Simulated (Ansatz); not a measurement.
Results of r²SCAN-D4 (Ansatz, a program for electronic structure, PAW) for A15 Mo3Si.

Settings: plane-wave cutoff 560 eV, 12×12×12 k mesh, Fermi–Dirac smearing 0.05 eV, no spin polarisation, scalar-relativistic PAW data made under PBE.

Energies at three volumes about the minimum:

```json
[
 {"V (Å³/atom)": "14.172", "E − E_lowest (meV/atom)": "5.06"},
 {"V (Å³/atom)": "14.462", "E − E_lowest (meV/atom)": "0.00"},
 {"V (Å³/atom)": "14.751", "E − E_lowest (meV/atom)": "4.68"}
]
```

Question: Fit a parabola by hand: where is the minimum, what lattice constant follows, and what is the bulk modulus?

Answer: Slopes: (0.00 − 5.06)/(14.462 − 14.172) = -17.448 and (4.68 − 0.00)/(14.751 − 14.462) = 16.194 meV/Å³. Curvature E″ = 2 × (16.194 − (-17.448))/(14.751 − 14.172) = 116.207 meV/Å⁶. From the middle of the first interval, the slope vanishes at V0 = 14.3170 − (-17.448)/116.207 = 14.467 Å³/atom. B = V0 E″ = 14.467 × 116.207 meV/Å³ × 0.1602 GPa per meV/Å³ = 269 GPa. With 8 atoms in the cube, a = (8 × 14.467)^(1/3) = 4.873 Å. The full Birch–Murnaghan fit to all volumes gives V0 = 14.462 Å³/atom and B0 = 269 GPa.

Measured, for comparison: lattice constant a 4.889 Å (temperature not stated, copied from a table, unchecked, no zero-point or thermal correction; as tabulated in Dopovidi Akademii Nauk Ukrains'koi RSR, Seriya A: Fiziko-Tekhnichni ta Matematichni Nauki 1970, 553 (1970)).
